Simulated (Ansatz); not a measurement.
An Ansatz (a first-principles code) input (r2SCAN (Ansatz, PAW, no SOC), earlier PAW set):

Ansatz 0.2 input:
```yaml
crystal:
  lattice:
    - [0, 3.3835000852, 3.3835000852]
    - [3.3835000852, 0, 3.3835000852]
    - [3.3835000852, 3.3835000852, 0]
  atoms:
    - { symbol: Br, position: [0.25, 0.25, 0.25] }
    - { symbol: Cd, position: [0, 0, 0] }
basis: { ecutwfc: 500, ecutrho_ratio: 4, xc_grid: 4, fft_grid_basis: typed }
kpoints: { mp_grid: { grid: [12, 12, 12] } }
hamiltonian:
  xc: r2scan
  dispersion: none
  pseudopotentials: { azcp: { folder: ./paw }, kind: paw }
scf: { occupations: { method: fermi_dirac, width: 0.05 }, convergence: { dr2_threshold: 0.0000000002 } }
output: { forces: true, stress: true }
checkpoint: { write: state.ck, write_every: 1000 }
```

Problem. Which symmetry and how many k-points will the program report, and about how many plane waves at Γ?

Solution. Space group F-43m (ITA 216) with 24 operations, k-points 72 of 1728, and 1989 plane waves at Γ.

Stability against distortions was not tested. All final runs are without spin polarisation. An odd electron count without spin: CdBr. The cell was made from CdSe by this change: Se → Br; the result is a hypothetical phase, not in the database extracts checked.
